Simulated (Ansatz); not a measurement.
AgI under a change: Sb on a I site, symmetric start

Take a 16-atom supercell of AgI in the zinc blende structure (space group F-43m, No. 216; a = 6.6283 Å) at its relaxed geometry as the base.

Perturbation: a neutral Sb on a I site, symmetric start, atoms relaxed at fixed cell.

Calculations: DFT with PBE, PAW potentials and a 420 eV plane-wave cutoff in Ansatz (a program for electronic structure), no spin-orbit coupling. Settings: 3×3×3 k-points, 0.01 eV Fermi–Dirac smearing.

The pressure goes from zero to -0.5 GPa and the energy gained by relaxation amounts to 0.19 eV. The largest displacement of a host atom from its site in the perfect cell comes out as 0.16 Å and the mean distance from the defect site to its nearest host atoms drops by 16 pm to 271 pm.

Cost of the whole job for the changed cell (relaxation, final SCF and bands): around 9 core-minutes (rough).

Other magnetic orders, which the real material may have, were not ruled out. The cell is small, so the values are those of an ordered compound at a high defect concentration; dilute-limit values will differ. The mesh was chosen for an insulator and is coarse for the gapless case. The defect started on the symmetric site and kept its symmetry, so it may sit on a saddle. The defect cell is spin-polarised and ends with 1.2 μB, a fractional moment that hangs on the mesh and smearing.
